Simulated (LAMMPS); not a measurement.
MD from the crystal across the composition of ZnSe (zinc blende) with a share x of Se sites S; all at 300 K and zero pressure.

Computed with classical MD, pair style sw, file CdTeZnSeHgS0.sw (LAMMPS).

| x | volume | state | enthalpy | T (K) |
|---|---|---|---|---|
| 0.25 | 22.2216 ± 0.0002 Å³/atom | crystal; no diffusion seen in 30 ps | -2.7073 ± 0.0001 eV/atom | 300 |
| 0.5 | 21.5431 ± 0.0001 Å³/atom | crystal; no diffusion seen in 30 ps | -2.8004 ± 0.0001 eV/atom | 300 |
| 0.75 | 20.8188 ± 0.0001 Å³/atom | crystal; no diffusion seen in 30 ps | -2.8977 ± 0.0001 eV/atom | 300 |

Caution: the random arrangement on this lattice is imposed, and need not be a phase that exists in equilibrium.

States go by the mean squared displacement: a species diffuses where it passes 1.5 Å², still rises and gives D over 1e-6 cm²/s; a crystal has left its structure where atoms lie 0.35 Å off their sites on average or a cubic box changes its shape by 3 %, or the axial ratios of another lie 8 % off the starting cell's, which the potential's own relaxation can also do.

The ± values are statistical; the model's systematic error is not in them.
